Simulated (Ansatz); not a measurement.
Base system: AlN in the wurtzite structure (space group P6_3mc, No. 186; a = 3.1067 Å, c = 4.9785 Å). Axes: x lies along a and z along c of the hexagonal cell.

Method: Ansatz (an electronic-structure program) r2SCAN, no SOC.

Base values:

The shortest interatomic distance comes out as 1.888 Å. The band gap is 4.88 eV and the pressure is 0.01 GPa.

Modification: biaxial strain +2.36 %, plane normal [001], relaxed out of plane (Cartesian); in-plane vectors clamped, the third vector and the atoms free.

Task: How does this affect the shortest interatomic distance, out-of-plane strain, band gap and pressure?

Result: The shortest interatomic distance rises by 0.017 Å to 1.905 Å; the out-of-plane strain comes out as -1.37 %; the band gap shrinks by 0.50 eV (4.88 eV → 4.38 eV); the pressure (mean of the normal stresses, compression positive) drops by 6.98 GPa to -6.97 GPa.

No phonon test of stability was made.
